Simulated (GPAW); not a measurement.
Band structure of LiHfSe2 (P-3m1, 4 atoms in the cell).

```yaml
crystal:
  lattice:
    - [3.70598, 0.00000, 0.00000]
    - [-1.85299, 3.20947, 0.00000]
    - [0.00000, 0.00000, 6.59956]
  atoms:
    - { symbol: Li, position: [0.00000, 0.00000, 0.50000] }
    - { symbol: Hf, position: [0.00000, 0.00000, 0.00000] }
    - { symbol: Se, position: [0.33333, 0.66667, 0.24830] }
    - { symbol: Se, position: [0.66667, 0.33333, 0.75170] }
```

Method: PBEsol, GPAW PAW datasets PBEsol (made by gpaw-setup) (plane waves; GPAW 25.7.0).

Settings: mode = pw; ecut = 550 eV; xc = PBEsol; kpts = 10 10 5; mesh shift (steps) = 0 0 0; occupations.name = methfessel-paxton; occupations.width = 0.136 eV; occupations.order = 0; nbands = -10; convergence.density = 1e-05 e/electron; convergence.energy = 1e-05 eV/electron; symmetry.symmorphic = false; symmetry.tolerance = 0.0005; maxiter = 150.

The starting cell comes from a database of computed structures (which also holds hypothetical and non-ambient phases and stackings), without a prior relaxation at this level. Spin-orbit coupling is off.

Levels in eV from the Fermi level, bands 9 to 16:
| point | 9 | 10 | 11 | 12 | 13 | 14 | 15 | 16 |
|---|---|---|---|---|---|---|---|---|
| Γ | -3.49 | -2.25 | -1.44 | -1.44 | 0.09 | 0.60 | 0.60 | 2.34 |
| M | -4.35 | -4.27 | -3.59 | -2.89 | -0.78 | 2.61 | 2.78 | 2.91 |
| K | -5.20 | -4.12 | -4.12 | -4.04 | 1.30 | 1.88 | 1.88 | 2.74 |
| A | -3.46 | -3.46 | -1.54 | -1.54 | 0.53 | 0.53 | 0.63 | 3.55 |
| L | -4.50 | -3.85 | -2.99 | -2.47 | -1.15 | 2.54 | 2.59 | 2.81 |
| H | -5.37 | -4.33 | -3.76 | -3.76 | 0.97 | 0.97 | 1.32 | 4.12 |

Bands cross the Fermi level along this path, so the cell is metallic at this level.
